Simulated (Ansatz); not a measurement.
Subject: the formation energy of Mo_Al in Al (fcc, Fm-3m). Reaction: 63 Al (fcc) + Mo (bcc) → cell A.

Cell A: a supercell of 64 sites of Al (fcc, Fm-3m) with Mo on an Al site (12 Al at 2.81 Å); spin state with PBE: run without spin, k-point mesh 4×4×4.
```
CELL_PARAMETERS angstrom
     11.42999     0.00000     0.00000
      5.71499     9.89866     0.00000
      5.71499     3.29955     9.33255
ATOMIC_POSITIONS crystal
  Al 0.00000 0.00000 0.00000
  Al 0.00000 0.00000 0.24874
  Al 0.00000 0.00000 0.50000
  Al 0.00000 0.00000 0.75126
  Al 0.00000 0.24874 0.00000
  Al 0.99839 0.25066 0.25066
  Al 0.99839 0.25066 0.50029
  Al 0.00000 0.24874 0.75126
  Al 0.00000 0.50000 0.00000
  Al 0.99839 0.50029 0.25066
  Al 0.00000 0.50000 0.50000
  Al 0.00161 0.49971 0.74934
  Al 0.00000 0.75126 0.00000
  Al 0.00000 0.75126 0.24874
  Al 0.00161 0.74934 0.49971
  Al 0.00161 0.74934 0.74934
  Al 0.24874 0.00000 0.00000
  Al 0.25066 0.99839 0.25066
  Al 0.25066 0.99839 0.50029
  Al 0.24874 0.00000 0.75126
  Al 0.25066 0.25066 0.99839
  Al 0.25000 0.25000 0.25000
  Al 0.25066 0.25066 0.50029
  Al 0.24754 0.24754 0.75246
  Al 0.25066 0.50029 0.99839
  Al 0.25066 0.50029 0.25066
  Al 0.25384 0.50000 0.50000
  Al 0.25384 0.50000 0.74616
  Al 0.24874 0.75126 0.00000
  Al 0.24754 0.75246 0.24754
  Al 0.25384 0.74616 0.50000
  Al 0.24754 0.75246 0.75246
  Al 0.50000 0.00000 0.00000
  Al 0.50029 0.99839 0.25066
  Al 0.50000 0.00000 0.50000
  Al 0.49971 0.00161 0.74934
  Al 0.50029 0.25066 0.99839
  Al 0.50029 0.25066 0.25066
  Al 0.50000 0.25384 0.50000
  Al 0.50000 0.25384 0.74616
  Al 0.50000 0.50000 0.00000
  Al 0.50000 0.50000 0.25384
  Mo 0.50000 0.50000 0.50000
  Al 0.50000 0.50000 0.74616
  Al 0.49971 0.74934 0.00161
  Al 0.50000 0.74616 0.25384
  Al 0.50000 0.74616 0.50000
  Al 0.49971 0.74934 0.74934
  Al 0.75126 0.00000 0.00000
  Al 0.75126 0.00000 0.24874
  Al 0.74934 0.00161 0.49971
  Al 0.74934 0.00161 0.74934
  Al 0.75126 0.24874 0.00000
  Al 0.75246 0.24754 0.24754
  Al 0.74616 0.25384 0.50000
  Al 0.75246 0.24754 0.75246
  Al 0.74934 0.49971 0.00161
  Al 0.74616 0.50000 0.25384
  Al 0.74616 0.50000 0.50000
  Al 0.74934 0.49971 0.74934
  Al 0.74934 0.74934 0.00161
  Al 0.75246 0.75246 0.24754
  Al 0.74934 0.74934 0.49971
  Al 0.75000 0.75000 0.75000
```

Reference: Al (fcc, Fm-3m), 64 atoms in the cell, a perfect crystal on lattice vectors that match the other cells', k-point mesh 4×4×4 on the run's own vectors.

Reference: Mo (bcc, Im-3m), 1 atom in the cell; spin state with PBE: run without spin, k-point mesh 26×26×26 on the run's own vectors. Conventional cell: a = b = c = 3.1612 Å, α = β = γ = 90.00°.

Computed with Ansatz (plane waves, PAW), its default PAW set, cutoff 420 eV, 500 eV for r2SCAN. The structures are at rest with PBE, within the held lattices; other levels are single points on them. Neutral cells; Fermi-Dirac smearing of at most 0.10 eV in the solids, energies taken to zero width. The lattices are those relaxed with PBE, so at other levels the solids can be strained, which adds to the spread. Larger cells are relaxed from a start prepared with the learned potential CHGNet, on a coarser mesh till forces fall under 0.03 eV/Å, which some starts already meet. A dispersion term (D3(BJ), or D4 for r2SCAN) was computed beside these levels and is taken off wherever the name lacks it. Nuclei at rest; no vibrational terms. No structure search was made; lower ones may exist. No correction for cell size. Mesh and cell size may move defect energies by 0.1 eV or more. Cell A has symmetry Fm-3m and got no random move, so less symmetric positions, which may lie lower, weren't tried.

Problem. Predict the value from r2SCAN.

Solution. -0.76 eV, for 63 Al (fcc) + Mo (bcc) → cell A.

Problem. List the value at the remaining levels and say how far they part.

Solution. 
```json
[
 {"Functional": "PBE", "value (eV)": "-0.75", "less r2SCAN": "0.01"}
]
```

The levels span only 0.01 eV, too little to tell them apart.

Ansatz is a first-principles code.
